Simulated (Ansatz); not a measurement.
The parent structure is SrTiO$_{3}$ in the cubic perovskite structure (space group Pm-3m, No. 221; a = 3.854 Å). Axes: x, y, z lie along the cube axes.

Calculations: LDA/PAW in Ansatz (a first-principles code), spin-orbit coupling left out.

Perturbation: an isotropic linear strain of −1.80 %, atoms relaxed at fixed cell.

**Question.** Predict the stress tensor and what it implies for the stiffness.

**Answer.** Stress of the strained cell less that of the base (GPa, compression positive):
```
  12.39    0.00    0.00
   0.00   12.39    0.00
   0.00    0.00   12.39
```

Then B = −ΔP/(ΔV/V₀) with ΔV/V₀ = -0.0530 gives secant stiffness values (nonlinear terms included at this strain): B ≈ 234 GPa.

As a check, the harmonic strain energy −½ V₀ Δσ:ε is 24 meV/atom; the computed energy rise is 22 meV/atom.

Whether these cells are dynamically stable was not tested. The final runs are not spin-polarised. Many cubic perovskites are stable only at high temperature; tilts and polar distortions were not tested.
